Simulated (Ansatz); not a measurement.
The parent structure is PbSe in the rock salt structure (space group Fm-3m, No. 225).

```cif
data_Pb4Se4
_chemical_formula_sum 'Se4 Pb4'
_space_group_name_H-M_alt 'Fm-3m'
_space_group_IT_number 225
_space_group_name_Hall '-F 4 2 3'
_cell_length_a 6.17802
_cell_length_b 6.17802
_cell_length_c 6.17802
_cell_angle_alpha 90.000
_cell_angle_beta 90.000
_cell_angle_gamma 90.000
loop_
_atom_site_label
_atom_site_type_symbol
_atom_site_symmetry_multiplicity
_atom_site_Wyckoff_symbol
_atom_site_fract_x
_atom_site_fract_y
_atom_site_fract_z
_atom_site_occupancy
Se1 Se 4 a 0.00000 0.00000 0.00000 1
Pb1 Pb 4 b 0.50000 0.50000 0.50000 1
```
(The calculation used a cell of 2 atoms; values per cell refer to that cell.)

Level of theory: r2SCAN (Ansatz, a program for electronic structure), no SOC.

Before the change:

| Property | Result |
|---|---|
| Width of the top valence band | 3.20 eV |
| Electron mass | 0.19 mₑ along k, 0.14 mₑ across (at L) |
| Valley order | L along ⟨111⟩ 0.67 eV; a point along ⟨110⟩, about 0.6 Å⁻¹ from Γ 1.46 eV; a point along ⟨100⟩, about 0.4 Å⁻¹ from Γ 2.19 eV |

Modification: every lattice vector is stretched by 0.93 %; the atoms relax in the strained cell.

Q: How does this affect the width of the top valence band, electron mass, mean gap deformation potential ΔEg/Δln V and valley order?

A: The width of the top valence band drops by 0.20 eV, from 3.20 eV to 3.00 eV; the electron mass changes from 0.19 mₑ along k, 0.14 mₑ across (at L) to 0.21 mₑ along k, 0.14 mₑ across (at L); the mean gap deformation potential ΔEg/Δln V amounts to +3.1 eV; the valley order (the lowest conduction-band minima on the path, energy above the VBM, named in the base's zone) changes from L along ⟨111⟩ 0.67 eV; a point along ⟨110⟩, about 0.6 Å⁻¹ from Γ 1.46 eV; a point along ⟨100⟩, about 0.4 Å⁻¹ from Γ 2.19 eV to L along ⟨111⟩ 0.75 eV; a point along ⟨110⟩, about 0.6 Å⁻¹ from Γ 1.52 eV; a point along ⟨100⟩, about 0.4 Å⁻¹ from Γ 2.23 eV.

Spin-orbit coupling, missing from the scalar runs, can matter with Pb. Masses are band curvatures over ±0.01 Å⁻¹ around the edge. Along k means along the line from Γ to the band edge. Stability against distortions was not tested.
